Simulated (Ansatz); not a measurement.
Base system: SrVO₃ in the cubic perovskite structure (space group Pm-3m, No. 221; a = 3.809 Å). Axes: x, y, z lie along the cube axes.

Level of theory: Ansatz (a quantum-chemistry and plane-wave program), PBEsol, PAW, cutoff 420 eV, no spin-orbit coupling.

Before the change:

```
Quantity           Result
---------------  --------
Volume per atom  11.06 Å³
Pressure          0.0 GPa
```

One thing is altered: biaxial strain +0.38 %, plane normal [001], relaxed out of plane (Cartesian); in-plane vectors clamped, the third vector and the atoms free.

Problem. What does the calculation give for the volume per atom, energy relative to the base and pressure after the change?

Solution. The volume per atom increases by 0.057 Å³, from 11.06 Å³ to 11.11 Å³; the energy increases by 0.4 meV/atom; the pressure (mean of the normal stresses, compression positive) goes from zero to -1.0 GPa.

Without a gap, meshes like the base's 12×12×12 leave anisotropic stresses uncertain by several tenths of a GPa, and small strain energies with them. Stability against distortions was not tested. Seeded moments were not kept for the base. No Hubbard U is applied, and correlation can decide whether such a compound is a metal. All final runs are without spin polarisation. An odd electron count without spin: SrVO3.
